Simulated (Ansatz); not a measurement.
## How far to go with the plane-wave cutoff: Ta₃W (I4mm, 4 atoms in the cell)

```xyz
4
Lattice="0.0000 3.2508 3.2508 3.2508 0.0000 3.2508 3.2508 3.2508 0.0000" Properties=species:S:1:pos:R:3 pbc="T T T"
Ta     1.6254     1.6254     1.6254
Ta     4.8763     4.8763     4.8763
Ta     3.2508     3.2508     3.3008
W      0.0000     0.0000     0.0000
```

Computed with LDA (PW92), PAW files made with PBE (plane waves; Ansatz, a quantum-chemistry and plane-wave program).

Base settings: basis.ecutwfc = 420 eV; kpoints.mp_grid.grid = 7 7 7; hamiltonian.xc = lda; hamiltonian.pseudopotentials = {kind: paw} (the program's default PAW files); scf.occupations.method = gaussian; scf.occupations.width = 0.1 eV.

The second cell is the first with its lattice scaled by 0.98.

The mesh stays at the base's, so the ladder's end is converged at best in this setting alone.

The first pressure column holds Ansatz's estimate of the finite-basis (Pulay) stress, which hides part of the cutoff error; the other is without it.

Only quantities that move along the ladder and can be compared are tabulated.

The count of work is k-points × plane waves × bands × iterations; it is no time. 

The starting cell comes from a database of computed structures (which also holds hypothetical and non-ambient phases and stackings), without a prior relaxation at this level. Its lattice was rescaled by up to half a per cent. One atom was moved a little off its site on purpose. Spin polarisation is off. In the base run, with a pressure of about -7 GPa the cell is away from its equilibrium volume at this level.

| basis.ecutwfc | free energy less the last step's (meV/atom) | energy of the compressed cell less the first (meV/atom) | pressure (GPa) | pressure without the Pulay estimate (GPa) | largest difference of a force vector from the last step's (eV/Å) | count of work / last |
|---|---|---|---|---|---|---|
| 145 eV | 14876.43 | -49.31 | -50.35 | -451.80 | 0.256 | 0.056 |
| 170 eV | 6644.67 | 36.51 | -7.48 | -249.52 | 0.217 | 0.066 |
| 190 eV | 3310.80 | 16.18 | -4.30 | -147.85 | 0.086 | 0.073 |
| 210 eV | 1561.39 | -9.80 | -5.97 | -85.23 | 0.049 | 0.094 |
| 230 eV | 705.12 | 8.13 | -6.33 | -48.18 | 0.017 | 0.095 |
| 250 eV | 296.74 | -2.49 | -6.78 | -27.22 | 0.019 | 0.11 |
| 295 eV | 35.55 | -0.48 | -7.02 | -10.31 | 0.001 | 0.13 |
| 335 eV | 4.73 | 0.61 | -6.92 | -7.38 | 0.000 | 0.19 |
| 380 eV | 1.17 | 0.79 | -6.91 | -6.96 | 0.000 | 0.23 |
| 420 eV | 0.65 | 0.77 | -6.91 | -6.94 | 0.000 | 0.27 |
| 460 eV | 0.38 | 0.75 | -6.91 | -6.93 | 0.000 | 0.29 |
| 505 eV | 0.25 | 0.74 | -6.91 | -6.92 | 0.000 | 0.36 |
| 565 eV | 0.15 | 0.74 | -6.92 | -6.92 | 0.000 | 0.41 |
| 630 eV | 0.08 | 0.74 | -6.92 | -6.92 | 0.000 | 0.49 |
| 735 eV | 0.05 | 0.74 | -6.92 | -6.92 | 0.000 | 0.62 |
| 840 eV | 0.03 | 0.74 | -6.92 | -6.92 | 0.000 | 0.76 |
| 1010 eV | 0.00 | 0.74 | -6.92 | -6.92 | 0.000 | 1.0 |

Coarsest basis.ecutwfc that holds the energy of the compressed cell less the first within 2 meV/atom of the last step, with all finer ones: 295 eV, at 0.13 of the last step's count of work; the step before is off by 3.2 meV/atom.

Coarsest basis.ecutwfc that holds the pressure without the Pulay estimate within 0.2 GPa of the last step, with all finer ones: 380 eV, at 0.23 of the last step's count of work; the step before is off by 0.46 GPa.

Coarsest basis.ecutwfc that holds the pressure within 0.2 GPa of the last step, with all finer ones: 250 eV, at 0.11 of the last step's count of work; the step before is off by 0.58 GPa.

The energy difference between the two cells stays within 1 meV/atom of the last step's from 335 eV on, the total only from 420 eV on: much of the error is common to both cells and cancels.

At the lowest cutoff the pressure without the Pulay estimate lies 445 GPa under the last step's, the usual sign of Pulay stress in an incomplete plane-wave basis.

Keys are those of Ansatz 0.2.
